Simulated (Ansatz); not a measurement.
**SiC under a change: uniaxial stress, 8 GPa tension along x**

The parent structure is SiC in the zinc blende structure (space group F-43m, No. 216; a = 4.356 Å). Axes: x, y, z lie along the cube axes.

The change: uniaxial stress, 8 GPa tension along x, with the cell and atoms free to relax against it.

All numbers come from r2SCAN (Ansatz, a first-principles code; PAW; 500 eV plane waves; without spin-orbit coupling). Settings: 13×13×13 k-points, 0.05 eV Fermi–Dirac smearing.

| quantity | base | changed | shift |
|---|---|---|---|
| volume per atom | 10.33 Å³ | 10.46 Å³ | +0.123 Å³ |
| space group | F-43m (No. 216) | I-4m2 (No. 119) | – |
| shortest interatomic distance | 1.886 Å | 1.894 Å | +0.008 Å |
| energy relative to the base (free energy F) | 0 meV/atom | +5.7 meV/atom | +5.7 meV/atom |
| band gap | 1.71 eV | 1.57 eV | -0.14 eV |
| gap character | – | indirect, Γ → X | – |
| smallest direct gap | 5.05 eV | 5.00 eV | -0.044 eV |
| electron mass | 0.64 mₑ along k, 0.23 mₑ across (at X) | 0.63 mₑ along k, 0.23 mₑ across (at X) | – |
| valence-band top at Γ (three highest levels, from the VBM) | 0.00, 0.00, 0.00 eV | 0.00, 0.00, -0.20 eV | – |
| valley order (the lowest conduction-band minima on the path, energy above the VBM, named in the base's zone) | X along ⟨100⟩ 1.71 eV | X along [001] 1.57 eV; X along [100] 1.83 eV | – |
| strain response (xx, yy, zz) | – | (+2.23, −0.51, −0.51) % | – |
| secant Young's modulus along x | – | 360 GPa | – |
| mean lateral Poisson ratio | – | 0.23 | – |

Final structure:

```
CELL_PARAMETERS angstrom
      0.00000     2.16700     2.16700
      2.22678     0.00000     2.16700
      2.22678     2.16700     0.00000
ATOMIC_POSITIONS crystal
  C  0.25000 0.25000 0.25000
  Si 0.00000 0.00000 0.00000
```

Masses are band curvatures over ±0.01 Å⁻¹ around the edge. Along k means along the line from Γ to the band edge. Beyond what the load breaks, stability against distortions was not tested. k-point labels follow each cell's own Brillouin zone.
